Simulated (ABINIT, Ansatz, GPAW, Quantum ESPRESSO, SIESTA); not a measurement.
## Code comparison for Ta₃Ru (Fm-3m, 4 atoms in the cell)

Self-consistent single point.

```yaml
crystal:
  lattice:
    - [0.00000, 3.24822, 3.24822]
    - [3.24822, 0.00000, 3.24822]
    - [3.24822, 3.24822, 0.00000]
  atoms:
    - { symbol: Ta, position: [0.25000, 0.25000, 0.25000] }
    - { symbol: Ta, position: [0.75000, 0.75000, 0.75000] }
    - { symbol: Ta, position: [0.50000, 0.50000, 0.50000] }
    - { symbol: Ru, position: [0.00000, 0.00000, 0.00000] }
```

All programs got the same cell, k-point mesh and kind of occupations (in Ansatz's words: kpoints.mp_grid.grid = 9 9 9; scf.occupations.method = fermi_dirac; scf.occupations.width = 0.05 eV); potentials, basis and cutoffs are each program's usual ones.

| code | model | pressure (GPa) | k-points | cutoff |
|---|---|---|---|---|
| SIESTA | GGA PBEsol, numerical atomic orbitals DZP, PseudoDojo PBEsol standard norm-conserving potentials (rewritten from UPF to PSML) | -11.69 | 365 | grid 300 Ry |
| Quantum ESPRESSO | PBEsol, GBRV 1.5 ultrasoft (PBESOL) pseudopotentials | -12.19 | 35 | 40 Ry |
| GPAW | PBEsol, GPAW PAW datasets PBEsol (made by gpaw-setup) | -10.25 | 35 | 600 eV |
| Ansatz | PBEsol, PAW files made with PBE | -10.59 | 35 | 420 eV |
| ABINIT | PBEsol, norm-conserving pseudopotentials (PseudoDojo nc-sr-04 PBEsol standard) | -10.37 | 35 | 42 Ha |

The spread over the programs that give each value: pressure within 1.94 GPa.

The starting cell comes from a database of computed structures (which also holds hypothetical and non-ambient phases and stackings), without a prior relaxation at this level. Its lattice was rescaled by a random factor within 2.5 % of one. On Ansatz's run: Spin-orbit coupling is off. Spin polarisation is off. In the base run, with a pressure of about -11 GPa the cell is away from its equilibrium volume at this level.

Why do the programs differ, and what cannot be compared?

Differences of this kind can come from the potentials, where these differ, and from what each basis and cutoff leave unconverged. The zero of total energies and Fermi levels follows the potentials and each program's conventions, so they are not compared here. SIESTA uses small atom-centred bases, whose incompleteness enters pressures, forces and empty levels differently from a plane-wave cutoff. Ansatz's pressure is given at a fixed set of plane waves, as the other plane-wave codes print theirs; with its correction for the finite basis it is -10.52 GPa. The programs reduce the same mesh by symmetry to different extents, which changes the work and not the result. In the pressure, SIESTA (by 1.21) and Quantum ESPRESSO (by 1.71) lie more than 1 GPa from the median of the plane-wave programs.

Left out of this page: Elk and FLEUR (not drawn, or without a comparable value).

Ansatz is a program for electronic structure.

Keys are those of Ansatz 0.2.
